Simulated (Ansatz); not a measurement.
The reference is TiO₂ in the rutile structure (space group P4_2/mnm, No. 136).

```
CELL_PARAMETERS angstrom
      4.54810     0.00000     0.00000
      0.00000     4.54810     0.00000
      0.00000     0.00000     2.91711
ATOMIC_POSITIONS crystal
  Ti 0.00000 0.00000 0.00000
  Ti 0.50000 0.50000 0.50000
  O  0.30396 0.30396 0.00000
  O  0.80396 0.19604 0.50000
  O  0.19604 0.80396 0.50000
  O  0.69604 0.69604 0.00000
```

Cartesian axes are those of the cell as printed.

All numbers come from LDA (Ansatz, a program for electronic structure, PAW, no SOC).

Base values:

- Pressure: 0.0 kbar
- Smallest direct gap: 1.86 eV

One thing is altered: uniaxial strain ε_xx = −1.80 %, all other strain components held at zero, atoms relaxed at fixed cell.

**Question.** What happens to the largest internal atomic displacement, pressure, energy relative to the base and smallest direct gap?

**Answer.** The largest internal atomic displacement amounts to 0.040 Å; the pressure (mean of the normal stresses, compression positive) goes from zero to 42.2 kbar; the energy goes up by 3.0 meV/atom; the smallest direct gap rises by 0.04 eV, from 1.86 eV to 1.90 eV.

No phonon test of stability was made. The final runs are not spin-polarised.
